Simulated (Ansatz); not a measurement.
**Ansatz (a program for electronic structure) run on PtRh (Fd-3m, 4 atoms in the cell): self-consistent single point**

Level of theory: PBE (plane waves, PAW; Ansatz).

Input:

Ansatz 0.2 input:
```yaml
crystal:
  lattice:
    - [0.000000, 3.004726, 3.004726]
    - [3.004726, 0.000000, 3.004726]
    - [3.004726, 3.004726, 0.000000]
  atoms:
    - { symbol: Rh, position_ang: [4.507089, 4.507089, 4.507089] }
    - { symbol: Rh, position_ang: [3.004726, 3.004726, 3.004726] }
    - { symbol: Pt, position_ang: [0.000000, 0.000000, 0.000000] }
    - { symbol: Pt, position_ang: [1.502363, 1.502363, 1.502363] }
basis:
  ecutwfc: 30.9 Ry
kpoints:
  mp_grid: { grid: [13, 13, 13] }
hamiltonian:
  xc: pbe
  pseudopotentials: { kind: paw }
scf:
  occupations: { method: methfessel_paxton, width: 0.02 Ry }
output:
  forces: true
  eigenvalues: true
  stress: true
```

Output (repeated stretches shortened):

```
WARN ansatz: RAYON_NUM_THREADS=1 ignored (pool sized by the plan → 1); use --threads N
Pseudopotentials: kind: paw
Pseudopotential: Rh, paw, valence charge 17
Pseudopotential: Pt, paw, valence charge 18
Crystal: 4 atoms, lattice volume = 54.256 Å³
Basis set: ecut = 420.4159175005146 eV, 1067 PW (Γ), exchange–correlation on 60×60×60 points (8 copies of the dense FFT grid, shifted against one another)
Bands: 42, of which v1, the nominal top of the filled ones, is band 35 counted from 1 (34 counted from 0)
Symmetry: 48 space group operations
Space group: Fd-3m (ITA 227), of the structure as read, at distance tolerance 3.8e-5 Å
k-points: 84 of 2197
Initial density: superposition of atomic densities (neutral atoms: chi_scale 0, normalization atom), corrected by the library's trained network
Initial wavefunctions: pseudopotential atomic-orbital guess
Eigensolver: davidson
Functional: x = pbe(κ = 0.804, μ = 0.2195149727645171), c = pbe(β = 0.06672455060314922)
SCF iter   1: F=—  HF=-37850.290497 eV  |F-HF|=—  |Δ(HF+E_count)|=         —  Δρ=5.43e-3  dr2=1.78e-2  ethr=1.77e-3  ⟨swp⟩=5.1  Hψ=11393  notcnv=0
all-band conjugate gradients solve this SCF's bands
preconditioner: auto → Kerker (q_TF=auto, 2.847 Å⁻¹)
SCF iter   2: F=—  HF=-37850.293171 eV  |F-HF|=—  |Δ(HF+E_count)|=   2.67e-3  S|Δr|=    0.00e0  Δρ=2.90e-3  dr2=5.58e-3  ethr=2.54e-5  ⟨swp⟩=2.0  Hψ=5183  notcnv=0
SCF iter   3: F=—  HF=-37850.293386 eV  |F-HF|=—  |Δ(HF+E_count)|=   2.15e-4  S|Δr|=    0.00e0  Δρ=4.78e-4  dr2=2.33e-4  ethr=7.97e-6  ⟨swp⟩=1.0  Hψ=3466  notcnv=0
SCF iter   4: F=—  HF=-37850.293348 eV  |F-HF|=—  |Δ(HF+E_count)|=   3.73e-5  S|Δr|=    0.00e0  Δρ=1.23e-4  dr2=4.93e-6  ethr=3.34e-7  ⟨swp⟩=1.2  Hψ=3537  notcnv=0
SCF iter   5: F=—  HF=-37850.293351 eV  |F-HF|=—  |Δ(HF+E_count)|=   2.28e-6  S|Δr|=    0.00e0  Δρ=2.53e-5  dr2=4.77e-7  ethr=7.04e-9  ⟨swp⟩=2.1  Hψ=6158  notcnv=0
SCF iter   6: F=-37850.293351 eV  HF=-37850.293351 eV  |F-HF|=3.91e-9  |Δ(HF+E_count)|=   2.46e-8  S|Δr|=    0.00e0  Δρ=6.48e-6  dr2=1.48e-8  ethr=1.43e-10  ⟨swp⟩=6.8  Hψ=12169  notcnv=0
SCF 1 converged in 6 iterations: F = -37850.293351 eV  dr2 = 1.48e-8
SCF converged after 6 iterations
Stability not checked (fill_not_monotonic)
Free energy (F): -37850.293351 eV
Harris-Foulkes:  -37850.293351 eV  (|F-HF|=3.91e-9)
Internal energy: -37850.306803 eV  (E = F + TS)
E sigma→0 (E₀):  -37850.296714 eV
Entropy (-TS):   0.013452 eV (3.363 meV/atom)
Fermi energy:    24.552188 eV
--- Per-component energies (eV) ---
  E_band       = -307.131384
  E_kinetic    = 2438.519956
  E_local      = -5751.045734  (includes V_loc(G=0)·N_el)
  E_nonlocal   = 1112.958326
  E_hartree    = 2093.136326
  E_xc         = -972.508744
  E_vxc        = -1169.804669  (∫ρ·V_xc dr)
  E_paw        = -26084.926815  (= ΣΔE_a)
  E_vpaw       = -1124.036069  (= ΣTr[D̂ρ^β])
  E_aug_tail   = 0.002155  (compensation charges beyond the density's cutoff)
  E_ewald      = -10686.442271
  E_smearing   = 0.013452  (= −TS)
  E_closure    = 0.000000  (closes the sum)
  Σ components = -37850.293351   (vs F -37850.293351, Δ=0.00e0)
--- Forces (eV/Å), atoms counted from 1 ---
  atom   1  Rh     0.00000000     0.00000000     0.00000000
   [... zero for the other atoms too ...]
  max |Σ_I F_I| component: 1.62e-17 eV/Å
--- Stress (GPa, compression-positive) ---
       35.301523       0.000000      -0.000000
        0.000000      35.301523      -0.000000
        0.000000      -0.000000      35.301523
  P = ⅓ Tr σ = 35.3015 GPa (353.015 kbar)
  The stress holds the Pulay correction. Without it, at fixed plane waves, as pw.x and ABINIT print it: P = 35.1829 GPa
--- Band table (eV; the first three rows and the last of 84) ---
  k-point 0: bands = ["-74.0152", "-73.9601", "-53.8166", "-53.7016", "-28.3807", "-28.3807", "-28.3807", "-28.1234", "-28.1234", "-28.1234", "-21.8379", "-21.8379", "-21.8379", "-21.5500", "-21.5500", "-21.5500", "14.9328", "17.6181", "17.6181", [...]
  k-point 1: bands = ["-74.0146", "-73.9607", "-53.8154", "-53.7028", "-28.3824", "-28.3824", "-28.3802", "-28.1239", "-28.1218", "-28.1218", "-21.8395", "-21.8395", "-21.8366", "-21.5516", "-21.5483", "-21.5483", "15.0317", "17.6798", "17.6798", [...]
  k-point 2: bands = ["-74.0129", "-73.9625", "-53.8118", "-53.7065", "-28.3868", "-28.3868", "-28.3785", "-28.1255", "-28.1175", "-28.1175", "-21.8437", "-21.8437", "-21.8335", "-21.5555", "-21.5437", "-21.5437", "15.3199", "17.8607", "17.8607", [...]
  k-point 83: bands = ["-73.9902", "-73.9852", "-53.7646", "-53.7542", "-28.4326", "-28.4296", "-28.2712", "-28.2396", "-28.0740", "-28.0694", "-21.8939", "-21.8877", "-21.7087", "-21.6746", "-21.4991", "-21.4954", "17.7811", "17.9176", "18.2670", [...]
```

The run converged in 6 iterations.

The starting cell was generated: these elements placed on a structure prototype, without a prior relaxation; it need not be a known phase or ordering of this composition. Its lattice was rescaled by a random factor within 2.5 % of one. Spin-orbit coupling is off. Spin polarisation is off. With a pressure of about 35 GPa the cell is away from its equilibrium volume at this level. Ansatz's pressure includes its estimate of the finite-basis (Pulay) stress.
